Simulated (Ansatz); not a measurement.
Start from TiO₂ in the rutile structure (space group P4_2/mnm, No. 136).

TiO2 is taken in the tetragonal space group P4₂/mnm (No. 136), the rutile structure, Pearson symbol tP6. Cell: a = b = 4.5912 Å, c = 2.9391 Å, α = β = γ = 90.00°. Ti on 2a is surrounded by 6 O at 1.942–1.977 Å (octahedral). O on 4f has 3 Ti at 1.942–1.977 Å (trigonal planar). (Neighbours: up to the widest gap in distance over summed covalent radii, below 1.35, at either atom; cation-cation and far metal-metal contacts left out.)

Method: PBEsol (Ansatz, an electronic-structure program, PAW, spin-orbit coupling left out).

Before the change:

The lattice parameter a is 4.591 Å, the band gap is 1.87 eV and the valence-band top at Γ comes out as 0.00, -0.45, -0.45 eV.

Now apply this change: cell and atoms relaxed at a pressure of 7.5 GPa.

Q: Predict the new lattice parameter a.

A: The lattice parameter a drops by 0.057 Å, from 4.591 Å to 4.534 Å.

Q: How does this affect the band gap?

A: The band gap goes up by 0.02 eV to 1.89 eV.

Q: What happens to the valence-band top at Γ?

A: The valence-band top at Γ (three highest levels, from the VBM) goes from 0.00, -0.45, -0.45 eV to 0.00, -0.48, -0.48 eV.

Load acts through the strain it causes; cell and atoms are relaxed under it. No phonon test of stability was made. Competing high-pressure phases were not computed. All final runs are without spin polarisation.
